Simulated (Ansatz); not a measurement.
An ideal cubic perovskite cell is held by its symmetry; such compounds can tilt or shift off centre at room temperature. The starting structures come from a database of crystals and need not be the phases stable at ambient conditions.

Inside the gap of an insulator the Bloch states are evanescent, with a wavenumber k + iκ along the transport direction.

Here is the system:

```yaml
crystal:
  lattice:
    - [4.58666, 0.00000, 0.00000]
    - [0.00000, 6.48652, 0.00000]
    - [0.00000, 3.24326, 3.24326]
  atoms:
    - { symbol: Rb, position: [0.00000, 0.00000, 0.00000] }
    - { symbol: Hg, position: [0.50000, 0.50000, 0.00000] }
    - { symbol: F, position: [0.50000, 0.50000, 0.50000] }
    - { symbol: F, position: [0.50000, 0.00000, 0.50000] }
    - { symbol: F, position: [0.00000, 0.50000, 0.00000] }
```

Space group of this cell: Pm-3m, cubic perovskite. The cell was relaxed by PBE-D3(BJ); by PBEsol its mean pressure is -1.8 GPa.

Transport runs along the normal of the first two printed cell vectors, the (110) plane of the conventional cell.

The gap is the functional's own, uncorrected, and κ follows it; spin-orbit coupling is left out. Mid-gap values are interpolated between the computed energies.

Q: Give the band gap and the smallest decay constant κ at mid-gap that PBEsol run with Ansatz (a first-principles code) yields.

A: Gap 0.46 eV on a 10×10×10 mesh; κ = 0.138 1/Å, at the zone centre.
